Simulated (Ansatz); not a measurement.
PBE against PBEsol: HfSi2

Take HfSi2 (space group Cmcm, No. 63; a = 3.6828 Å, b = 14.5980 Å, c = 3.6582 Å) as the base.

(Cell as relaxed with PBE.)

Levels (all Ansatz, a quantum-chemistry and plane-wave program, PAW): PBE (420 eV, without spin-orbit coupling); PBEsol (420 eV, no SOC).

Each level relaxes its own structure.

| quantity | PBE | PBEsol |
|---|---|---|
| volume per atom | 16.39 Å³ | 15.87 Å³ |
| space group | Cmcm (No. 63) | Cmcm (No. 63) |
| band gap | zero | zero |

PBE's volume per atom lies 0.52 Å³ above PBEsol's (3.3 %); the two agree on the space group and band gap. Neither level is exact; PBEsol is the comparison here, not a measurement.

Whether these cells are dynamically stable was not tested. The final runs are not spin-polarised.
